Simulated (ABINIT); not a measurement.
A self-consistent single point of K₃Cd (Fm-3m, 4 atoms in the cell) with ABINIT

Method: LDA (PW92), PAW (JTH v2.0 LDA PAW) (plane waves; ABINIT).

The input file:

```
# K3Cd, JTH v2.0 LDA PAW
pp_dirpath "./"
pseudos "K.LDA_PW-JTH.xml, Cd.LDA_PW-JTH.xml"
acell 12.3210244523 12.3210244523 12.3210244523
rprim
        -0.0000000000    0.7071067812    0.7071067812
         0.7071067812   -0.0000000000    0.7071067812
         0.7071067812    0.7071067812   -0.0000000000
natom 4
ntypat 2
znucl 19 48
typat 1 1 1 2
xred
         0.2500000000    0.2500000000    0.2500000000
         0.7500000000    0.7500000000    0.7500000000
         0.5000000000    0.5000000000    0.5000000000
         0.0000000000    0.0000000000    0.0000000000
ecut 42 Ry
pawecutdg 84 Ry
pawxcdev 0
occopt 7
tsmear 0.00183747
nband 27
kptopt 1
ngkpt 4 4 4
nshiftk 1
shiftk 0 0 0
nstep 80
toldfe 1.0e-09
prtwf 0
prtden 0
enunit 1
```

Output (repeated stretches shortened):

```
 Symmetries : space group Fm -3 m (#225); Bravais cF (face-center cubic)

 -outvars: echo values of preprocessed input variables --------
            acell      1.2321024452E+01  1.2321024452E+01  1.2321024452E+01 Bohr
             ecut      2.10000000E+01 Hartree
           enunit           1
              ixc       -1012
         kptrlatt        4    0    0      0    4    0      0    0    4
          kptrlen      4.92840978E+01
            natom           4
            nband          27
            ngfft          54      54      54
          ngfftdg          72      72      72
             nkpt           8
            nstep          80
             nsym          48
           ntypat           2
           occopt           7
        pawecutdg      4.20000000E+01 Hartree
         pawxcdev           0
            rprim     -0.0000000000E+00  7.0710678120E-01  7.0710678120E-01
                       7.0710678120E-01 -0.0000000000E+00  7.0710678120E-01
                       7.0710678120E-01  7.0710678120E-01 -0.0000000000E+00
          spgroup         225
           toldfe      1.00000000E-09 Hartree
           tsmear      1.83747000E-03 Hartree
            typat      1  1  1  2
           useylm           1
             xred      2.5000000000E-01  2.5000000000E-01  2.5000000000E-01
                       7.5000000000E-01  7.5000000000E-01  7.5000000000E-01
                       5.0000000000E-01  5.0000000000E-01  5.0000000000E-01
                       0.0000000000E+00  0.0000000000E+00  0.0000000000E+00
            znucl       19.00000   48.00000

== DATASET  1 ==================================================================

 Real(R)+Recip(G) space primitive vectors, cartesian coordinates (Bohr,Bohr^-1):
 R(1)=  0.0000000  8.7122799  8.7122799  G(1)= -0.0573903  0.0573903  0.0573903
 R(2)=  8.7122799  0.0000000  8.7122799  G(2)=  0.0573903 -0.0573903  0.0573903
 R(3)=  8.7122799  8.7122799  0.0000000  G(3)=  0.0573903  0.0573903 -0.0573903
 Unit cell volume ucvol=  1.3225907E+03 bohr^3
 Angles (23,13,12)=  6.00000000E+01  6.00000000E+01  6.00000000E+01 degrees

 Coarse grid specifications (used for wave-functions):

 getcut: wavevector=  0.0000  0.0000  0.0000  ngfft=  54  54  54
         ecut(hartree)=     21.000   => boxcut(ratio)=   2.12530

 Fine grid specifications (used for densities):

 getcut: wavevector=  0.0000  0.0000  0.0000  ngfft=  72  72  72
         ecut(hartree)=     42.000   => boxcut(ratio)=   2.00307

   2.45400074E+03                                ecore*ucvol(ha*bohr**3)

_setup2: Arith. and geom. avg. npw (full set) are    6074.984    6074.954

--- !BeginCycle
solver: {iscf: 17, nstep: 80, nline: 4, wfoptalg: 10, }
tolerances: {toldfe: 1.00E-09, }
...

     iter   Etot(hartree)      deltaE(h)  residm     nres2
 ETOT  1  -132.86713551334    -1.329E+02 1.319E-01 3.143E+01
 ETOT  2  -133.36559919202    -4.985E-01 1.443E-02 2.166E+01
 ETOT  3  -133.33924196515     2.636E-02 1.167E-02 7.076E+00
 ETOT  4  -133.33458188527     4.660E-03 4.771E-03 2.517E+00
 ETOT  5  -133.33196998597     2.612E-03 2.484E-03 3.640E-01
 ETOT  6  -133.33167955722     2.904E-04 9.395E-04 1.774E-03
   [... 10 lines left out ...]
 ETOT 17  -133.33176302755    -8.907E-09 4.116E-05 1.007E-08
 ETOT 18  -133.33176303152    -3.968E-09 2.789E-05 1.899E-08
 ETOT 19  -133.33176303338    -1.857E-09 2.247E-05 1.115E-08
 ETOT 20  -133.33176303420    -8.253E-10 1.508E-05 1.745E-09
 ETOT 21  -133.33176303461    -4.013E-10 1.205E-05 4.069E-09

 At SCF step   21, etot is converged :
  for the second time, diff in etot=  4.013E-10 < toldfe=  1.000E-09

 Cartesian components of stress tensor (hartree/bohr^3)
  sigma(1 1)=  2.67210373E-05  sigma(3 2)=  0.00000000E+00
  sigma(2 2)=  2.67210373E-05  sigma(3 1)=  0.00000000E+00
  sigma(3 3)=  2.67210373E-05  sigma(2 1)=  0.00000000E+00

 ----iterations are completed or convergence reached----

 reduced coordinates (array xred) for    4 atoms
       0.250000000000      0.250000000000      0.250000000000
       0.750000000000      0.750000000000      0.750000000000
       0.500000000000      0.500000000000      0.500000000000
       0.000000000000      0.000000000000      0.000000000000
 cartesian forces (eV/Angstrom) at end:
    1     -0.00000000000000     0.00000000000000     0.00000000000000
    2      0.00000000000000    -0.00000000000000     0.00000000000000
    3     -0.00000000000000     0.00000000000000    -0.00000000000000
    4     -0.00000000000000     0.00000000000000    -0.00000000000000
 frms,max,avg= 1.6625442E-29 4.4232523E-29   0.000E+00  0.000E+00  0.000E+00 e/A
 length scales= 12.321024452300 12.321024452300 12.321024452300 bohr
              =  6.520005326637  6.520005326637  6.520005326637 angstroms
 Fermi (or HOMO) energy (eV) =   2.04915   Average Vxc (eV)=  -7.03190
 Eigenvalues (   eV  ) for nkpt=   8  k points:
 kpt#   1, nband= 27, wtk=  0.01563, kpt=  0.0000  0.0000  0.0000 (reduced coord)
 -29.70967  -29.34883  -29.34409  -13.40570  -13.40570  -13.40570  -13.05592  -13.05592
 -13.05592  -13.00654  -13.00654  -13.00654   -6.37267   -6.37267   -6.37267   -6.36643
  -6.36643   -1.81204    2.89144    3.02029    3.02029    3.02029    4.27423    4.27423
   4.55802    4.55802    4.55803
 prteigrs : prtvol=0 or 1, do not print more k-points.

--- !EnergyTerms
comment             : Components of total free energy in Hartree
kinetic             :  3.74419924147827E+01
hartree             :  3.98945549785273E+01
xc                  : -1.47541090503411E+01
Ewald energy        : -8.01318445122756E+01
psp_core            :  1.85544988519117E+00
local_psp           : -1.30494473905232E+02
spherical_terms     :  1.28572077893942E+01
internal            : -1.33331222399953E+02
'-kT*entropy'       : -5.68642134375443E-04
total_energy        : -1.33331791042088E+02
total_energy_eV     : -3.62814254678756E+03
...

-Cartesian components of stress tensor (GPa)         [Pressure= -7.8616E-01 GPa]
- sigma(1 1)=  7.86159926E-01  sigma(3 2)=  0.00000000E+00
- sigma(2 2)=  7.86159926E-01  sigma(3 1)=  0.00000000E+00
- sigma(3 3)=  7.86159926E-01  sigma(2 1)=  0.00000000E+00

 Calculation completed.
```

The run converged in 21 iterations.

The starting cell comes from a database of computed structures (which also holds hypothetical and non-ambient phases and stackings), without a prior relaxation at this level.

Cost on one core of a shared machine: roughly 3 min.
